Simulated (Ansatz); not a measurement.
Given:

```
CELL_PARAMETERS angstrom
      0.00000     2.02688     2.02688
      2.02688     0.00000     2.02688
      2.02688     2.02688     0.00000
ATOMIC_POSITIONS crystal
  O  0.00000 0.00000 0.00000
  Ni 0.50000 0.50000 0.50000
```

Spin-polarised, with starting moments of sign O+ Ni+.

The values are results of r2SCAN/PAW in Ansatz (a program for electronic structure), no spin-orbit coupling, not measurements. k-mesh 13×13×13 (Γ-centred); smearing 0.05 eV (Fermi–Dirac).

Task: Predict the gap character and space group.

Result: 
- Gap character: indirect, L → Γ
- Space group: Fm-3m (No. 225)

The cells carry an imposed strain or load. Whether these cells are dynamically stable was not tested. No Hubbard U is applied and the magnetic state is the run's own (NiO ferromagnetic); small cells can't hold the antiferromagnetic order that many such compounds have, so gaps and moments can be off. A gap here joins edges of opposite spin (a spin-flip gap). The cell was made from NiO in the rock salt structure (space group Fm-3m, No. 225; ferromagnetic) by this change: isotropic strain −3.22 %. In its common phase, real NiO is an antiferromagnetic insulator at low temperature.
